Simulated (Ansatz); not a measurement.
**Pressure series in SnS**

Consider SnS in the zinc blende structure (space group F-43m, No. 216; a = 6.416 Å; a cell from a computed database, its experimental status unchecked).

Cell and atoms are relaxed at each pressure.

All numbers come from PBEsol (Ansatz, a quantum-chemistry and plane-wave program, PAW, no SOC).

Computed cases, in order: pressure −2 GPa; pressure −1 GPa; 0 GPa (base); pressure 0.3 GPa; pressure 0.7 GPa; pressure 1.5 GPa; pressure 3 GPa; pressure 5 GPa; pressure 7.5 GPa; pressure 10 GPa.

Question: Between which two neighbouring cases does the band gap open or close?

Answer: Between pressure −2 GPa (0.11 eV) and pressure −1 GPa (zero). The whole series: pressure −2 GPa: 0.11 eV; pressure −1 GPa: zero; 0 GPa (base): zero; pressure 0.3 GPa: zero; pressure 0.7 GPa: zero; pressure 1.5 GPa: zero; pressure 3 GPa: zero; pressure 5 GPa: zero; pressure 7.5 GPa: zero; pressure 10 GPa: zero.

Load acts through the strain it causes; cell and atoms are relaxed under it. Stability against distortions was not tested. Competing high-pressure phases were not computed. The final runs are not spin-polarised. The zero or small gap of SnS can change with the level of theory.
